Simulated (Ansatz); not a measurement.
Worked example: self-consistent single point of LaBPd3 (P4mm, 5 atoms in the cell) in Ansatz (a quantum-chemistry and plane-wave program).

Method of the run: PBEsol, default PAW files made with PBE (plane waves; Ansatz).

```xyz
5
Lattice="4.3953 0.0000 0.0000 0.0000 4.3953 0.0000 0.0000 0.0000 4.3953" Properties=species:S:1:pos:R:3 pbc="T T T"
La     0.0000     0.0000     0.0500
B      2.1977     2.1977     2.1977
Pd     0.0000     2.1977     2.1977
Pd     2.1977     0.0000     2.1977
Pd     2.1977     2.1977     0.0000
```

Reference input (self-consistent single point, DFT, PBEsol, plane waves, default PAW files made with PBE): basis.ecutwfc = 30.9 Ry; kpoints.mp_grid.grid = 8 8 8; hamiltonian.xc = pbesol; hamiltonian.pseudopotentials = {kind: paw} (the program's default PAW files); scf.occupations.method = fermi_dirac; scf.occupations.width = 0.0073 Ry. This run's input differs from it in these lines:

Ansatz 0.2 input:
```diff
@@ -15,3 +15,3 @@
 kpoints:
-  mp_grid: { grid: [8, 8, 8] }
+  mp_grid: { grid: [13, 13, 13] }
 hamiltonian:
@@ -20,3 +20,3 @@
 scf:
-  occupations: { method: fermi_dirac, width: 0.0073 Ry }
+  occupations: { method: fermi_dirac, width: 0.0147 Ry }
 output:
```

Log, with long lists cut:

```
SCF iter   1: F=—  HF=-27036.870101 eV  |F-HF|=—  |Δ(HF+E_count)|=         —  Δρ=1.25e-2  dr2=1.83e-1  ethr=1.77e-3  ⟨swp⟩=5.1  Hψ=31349  notcnv=0
all-band conjugate gradients solve this SCF's bands
preconditioner: auto → Kerker (q_TF=auto, 2.629 Å⁻¹)
SCF iter   2: F=—  HF=-27036.841592 eV  |F-HF|=—  |Δ(HF+E_count)|=   2.85e-2  Δρ=4.12e-3  dr2=2.44e-2  ethr=2.69e-4  ⟨swp⟩=1.0  Hψ=10584  notcnv=0
   [... lines left out ...]
SCF iter   6: F=—  HF=-27036.837001 eV  |F-HF|=—  |Δ(HF+E_count)|=   4.57e-7  Δρ=1.13e-5  dr2=1.11e-7  ethr=4.09e-9  ⟨swp⟩=2.3  Hψ=13171  notcnv=0
SCF iter   7: F=-27036.837001 eV  HF=-27036.837001 eV  |F-HF|=1.90e-9  |Δ(HF+E_count)|=   3.84e-9  Δρ=2.46e-6  dr2=4.88e-9  ethr=1.47e-10  ⟨swp⟩=4.9  Hψ=31309  notcnv=0
the search or the solves at the SCF's close seem to have found levels that the self-consistency loop had missed (the run counts 1) …
SCF 1 converged in 7 iterations: F = -27036.837001 eV  dr2 = 4.88e-9
Free energy (F): -27036.837001 eV
Internal energy: -27036.418929 eV  (E = F + TS)
E sigma→0 (E₀):  -27036.627965 eV
Entropy (-TS):   -0.418073 eV (-83.615 meV/atom)
Fermi energy:    16.346939 eV
--- Forces (eV/Å), atoms counted from 1 ---
  atom   1  La    -0.00000000     0.00000000    -0.19870485
  atom   2  B      0.00000000     0.00000000     0.00818896
  atom   3  Pd     0.00000000     0.00000000     0.10942377
  atom   4  Pd     0.00000000     0.00000000     0.10942377
  atom   5  Pd     0.00000000     0.00000000    -0.02833809
--- Stress (GPa, compression-positive) ---
       -4.278130       0.000000       0.000000
        0.000000      -4.278130       0.000000
        0.000000       0.000000      -4.294236
  P = ⅓ Tr σ = -4.2835 GPa (-42.835 kbar)
  The stress holds the Pulay correction. Without it, at fixed plane waves, as pw.x and ABINIT print it: P = -4.3316 GPa
```

The run converged in 7 iterations. Against the reference run the free energy goes down by 34.5 meV/atom, the pressure hardly changes (-4.32 to -4.28 GPa) and the largest force moves little (0.194 to 0.199 eV/Å).

The starting cell comes from a database of computed structures (which also holds hypothetical and non-ambient phases and stackings), without a prior relaxation at this level. Its lattice was rescaled by up to half a per cent. One atom was moved a little off its site on purpose. Spin polarisation is off. With a pressure of about -4 GPa the cell is away from its equilibrium volume at this level. Ansatz's pressure includes its estimate of the finite-basis (Pulay) stress.

Cost on one core of a shared machine: roughly 80 s.
